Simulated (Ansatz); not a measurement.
## Ba, element substitutions

The parent structure is Ba in the fcc (Cu type) structure (space group Fm-3m, No. 225; a = 6.155 Å; a cell from a computed database, its experimental status unchecked).

Each row replaces one element on all its sites; cell and atoms are relaxed.

The values are results of PBEsol, PAW, 420 eV (Ansatz, an electronic-structure program; scalar-relativistic without spin-orbit coupling), not measurements.

```
change      density  shortest interatomic distance
-------  ----------  -----------------------------
base     3.91 g/cm³                        4.353 Å
Ba → Ca  1.64 g/cm³                        3.858 Å
Ba → Sr  2.80 g/cm³                        4.188 Å
Ba → Be  1.92 g/cm³                        2.226 Å
```

Stability against distortions was not tested. As relaxed here, Be is a hypothetical phase, not in the database extracts checked. This is not the structure that Ba has at room temperature and ambient pressure.
